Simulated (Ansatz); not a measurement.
rock-salt TaC (1 1 1) on wurtzite ZnO (0 0 1) (film strained to the substrate, started from cuts of the bulks and a machine-learned relaxation; slabs Zn6O6 and C4Ta4, which can lie off the formulas)

A periodic stack without vacuum, rock-salt TaC (1 1 1) on wurtzite ZnO (0 0 1) (film strained to the substrate, started from cuts of the bulks and a machine-learned relaxation; slabs Zn6O6 and C4Ta4, which can lie off the formulas): substrate slab Zn6O6, film C4Ta4, surface cells [[-1, -1], [0, -1]] and [[1, 0], [0, 1]], film strained by +3.6 and +3.6 %, outermost planes O/Zn and C/Ta as cut, which need not be the usual terminations and can put a slab off its formula.

The start was prepared with a machine-learned potential, and the result is one local minimum, with the in-plane cell held and forces under 0.04 eV/Å; the film can end far from its bulk form.

Computed with PBE (plane waves to 420 eV, PAW; Ansatz, an electronic-structure program). Spin–orbit coupling is left out; the runs are not spin-polarised; PBE gaps are too small against experiment. Its k-point mesh 11×11×1, Fermi–Dirac width 0.05 eV.

```
Quantity                                                                                   Result
--------------------------------------------------------------------------------  ---------------
interface area                                                                             9.3 Å²
period                                                                                    26.67 Å
heights between the nearest atoms of the two slabs at the two interfaces          2.06 and 2.08 Å
Ta–Zn contacts across the interfaces within 1.22 times the sum of covalent radii   6, mean 3.44 Å
O–Ta contacts across the interfaces within 1.22 times the sum of covalent radii    1, mean 2.08 Å
C–Zn contacts across the interfaces within 1.22 times the sum of covalent radii    1, mean 2.06 Å
```

```yaml
crystal:
  lattice:
    - [3.27948, -0.00004, -0.01523]
    - [1.63969, 2.83979, -0.08169]
    - [-1.49178, -0.22956, 26.68993]
  atoms:
    - { symbol: Zn, position: [0.42824, 0.23126, 0.06035] }
    - { symbol: Zn, position: [0.79405, 0.59587, 0.16020] }
    - { symbol: O, position: [0.45198, 0.25386, 0.13360] }
    - { symbol: O, position: [0.75297, 0.55619, 0.03435] }
    - { symbol: Zn, position: [0.49334, 0.29402, 0.25999] }
    - { symbol: Zn, position: [0.85945, 0.65935, 0.35947] }
    - { symbol: O, position: [0.51774, 0.31765, 0.33388] }
    - { symbol: O, position: [0.81806, 0.61900, 0.23400] }
    - { symbol: Zn, position: [0.55938, 0.35901, 0.45931] }
    - { symbol: Zn, position: [0.92662, 0.72674, 0.56045] }
    - { symbol: O, position: [0.58453, 0.38471, 0.53333] }
    - { symbol: O, position: [0.88416, 0.68405, 0.43360] }
    - { symbol: C, position: [0.95540, 0.75981, 0.63762] }
    - { symbol: C, position: [0.31825, 0.12318, 0.72684] }
    - { symbol: C, position: [0.68221, 0.48680, 0.81940] }
    - { symbol: C, position: [0.04769, 0.85175, 0.91687] }
    - { symbol: Ta, position: [0.63334, 0.43724, 0.67192] }
    - { symbol: Ta, position: [0.00036, 0.80528, 0.77324] }
    - { symbol: Ta, position: [0.36440, 0.16860, 0.86635] }
    - { symbol: Ta, position: [0.72736, 0.53113, 0.95624] }
```
